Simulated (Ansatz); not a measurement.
The parent structure is ZrS₂ in the CdI2 type structure (space group P-3m1, No. 164; a = 3.578 Å, c = 5.540 Å; layered, stacked along the Cartesian z axis).

The change: a free-standing slab of 2 layers (6 atoms, 3 a layer) is cut normal to the stacking axis, with 15 Å of vacuum and the in-plane cell relaxed.

Levels (all Ansatz, an electronic-structure program, PAW): PBEsol-D3(BJ) (420 eV, without spin-orbit coupling); r2SCAN (500 eV, spin-orbit coupling left out); HSE06 (420 eV, no spin-orbit coupling).

At the geometry relaxed with PBEsol-D3(BJ), these levels gave the following band gaps, in shuffled order: (a) 1.67 eV, (b) 1.21 eV, (c) 0.82 eV.

Task: Match each gap to its level.

Result: (a) HSE06; (b) r2SCAN; (c) PBEsol-D3(BJ).

Single points use the geometry relaxed with PBEsol-D3(BJ). The hybrid gap comes from the SCF mesh plus the semilocal run's edge points and a few special points and is an upper bound. Whether these cells are dynamically stable was not tested.
